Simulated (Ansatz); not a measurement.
Take HfSi2 (space group Cmcm, No. 63; a = 3.683 Å, b = 14.598 Å, c = 3.658 Å) as the base. Axes: x, y, z lie along a, b, c of the conventional cell.

Method: Ansatz (a quantum-chemistry and plane-wave program), PBE, PAW, cutoff 420 eV, no spin-orbit coupling.

Before the change:

The pressure comes out as 0.0 GPa.

One thing is altered: biaxial strain −0.95 %, plane normal [001], relaxed out of plane (Cartesian); in-plane vectors clamped, the third vector and the atoms free.

Problem. Predict the new pressure and energy relative to the base.

Solution. The pressure (mean of the normal stresses, compression positive) goes from zero to 1.5 GPa; the energy rises by 2.2 meV/atom.

Without a gap, meshes like the base's 13×13×13 leave anisotropic stresses uncertain by several tenths of a GPa, and small strain energies with them. Whether these cells are dynamically stable was not tested. All final runs are without spin polarisation.
